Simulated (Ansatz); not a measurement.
Base system: GaN in the wurtzite structure (space group P6_3mc, No. 186; a = 3.2186 Å, c = 5.2435 Å). Axes: x lies along a and z along c of the hexagonal cell.

(Cell as relaxed with PBE.)

Levels (all Ansatz, a quantum-chemistry and plane-wave program, PAW, earlier PAW set): PBE (420 eV, no SOC); r2SCAN (500 eV, no SOC).

Each level relaxes its own structure.

| base | PBE | r2SCAN |
|---|---|---|
| volume per atom | 11.76 Å³ | 11.37 Å³ |
| lattice parameter a | 3.219 Å | 3.183 Å |
| band gap | 1.71 eV | 2.35 eV |

Perturbation: tensile biaxial strain of 0.82 % in the plane normal to [001], as in epitaxy on a mismatched substrate; the out-of-plane cell vector and the atoms relax.

```json
[
 {"quantity": "band gap", "PBE": "1.63 eV", "r2SCAN": "(withheld)"},
 {"quantity": "electron mass", "PBE": "0.14 mₑ out of plane, 0.15 mₑ in plane (at Γ)", "r2SCAN": "(withheld)"},
 {"quantity": "ratio −ε⊥/ε∥", "PBE": "0.45", "r2SCAN": "(withheld)"},
 {"quantity": "shortest interatomic distance", "PBE": "1.978 Å", "r2SCAN": "(withheld)"}
]
```

**Question.** Predict the r2SCAN column.

**Answer.** 
- band gap, r2SCAN: 2.27 eV
- electron mass, r2SCAN: 0.17 mₑ out of plane, 0.18 mₑ in plane (at Γ)
- ratio −ε⊥/ε∥, r2SCAN: 0.47
- shortest interatomic distance, r2SCAN: 1.956 Å

PBE's band gap lies 0.64 eV below r2SCAN's; PBE's shortest interatomic distance lies 0.022 Å above r2SCAN's (1.1 %). Neither level is exact; r2SCAN is the comparison here, not a measurement.

Masses are band curvatures over ±0.01 Å⁻¹ around the edge. Gaps are Kohn–Sham eigenvalue differences; semilocal functionals usually give less than the measured gap. Stability against distortions was not tested.
